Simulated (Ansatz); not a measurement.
For InP (model structure, started from the NiAs type, P6₃/mmc, No. 194, 4 atoms in the cell), LDA (plane waves, PAW; Ansatz, a first-principles code) gives:

* **equilibrium lattice constant a**: 3.785 Å
* **c axis length**: 6.507 Å
* **bulk modulus B0**: 86.3 GPa
* **cohesive energy**: 3.72 eV/atom

Problem. What does r²SCAN in Ansatz (PAW) give for the same quantities?

Solution. 
- lattice constant a: 3.855 Å (increases by 1.8 %)
- lattice parameter c: 6.552 Å (grows by 0.7 %)
- bulk modulus: 82.3 GPa (decreases by 4.6 %)
- cohesive energy: 2.93 eV/atom (decreases by 0.79 eV/atom)

Changes are worked out from the printed values.

Unless a cell is named, each level is at its own relaxed cell (LDA 20.18, r²SCAN 21.08 Å³/atom).

Levels without +SOC leave out spin–orbit coupling, which shifts energies and cells of such heavy elements.

Caveats: the bulk modulus is −V dP/dV from two relaxed cells at ±2 % in volume (LDA, r²SCAN). Ansatz's density-functional and Hartree–Fock values are scalar-relativistic unless marked +SOC, with PAW data made under PBE.

A model structure was made by putting elements into a prototype or built by hand; it is no filed structure, need not be a known phase, and can be a saddle point held by its symmetry.
